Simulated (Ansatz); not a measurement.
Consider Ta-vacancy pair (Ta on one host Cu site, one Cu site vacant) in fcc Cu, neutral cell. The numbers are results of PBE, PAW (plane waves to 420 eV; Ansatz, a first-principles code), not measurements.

Cell of 32 host sites held at the relaxed PBE lattice; a 2×2×2 k-point mesh shifted by half a step; Fermi-Dirac width 0.10 eV, spin-restricted; finite-size errors left in. Energies are static. Spin-orbit coupling is left out. Forms of the defect that were not tried may lie lower. The start lies 0.097 eV above the lowest site run (PBE).

Barriers: single points on a 4×4×4 k-point mesh shifted by half a step at the bands' geometries (they differ from the bands' own by up to 0.25 eV, and are uncertain by about as much).

The step: Ta and the vacancy change places (Ta-vacancy distance between ideal sites 2.57 Å throughout); the atom moves 2.29 Å along (0.00, 0.45, 0.45) of the unit cell; the moving atom starts with neighbours 4 Cu at 2.57, 2 Cu at 2.60, 4 Cu at 2.65, Cu at 2.68 Å and ends with 4 Cu at 2.57, 2 Cu at 2.60, 4 Cu at 2.65, Cu at 2.68 Å.

What is the computed migration barrier of this step (PBE, PAW)?

0.69 eV, the same both ways. At the saddle the moving atom has neighbours 4 Cu at 2.49, 4 Cu at 2.80 Å. The saddle point's order was not checked, and it lies on a symmetry element of the cell, where a band can be held.
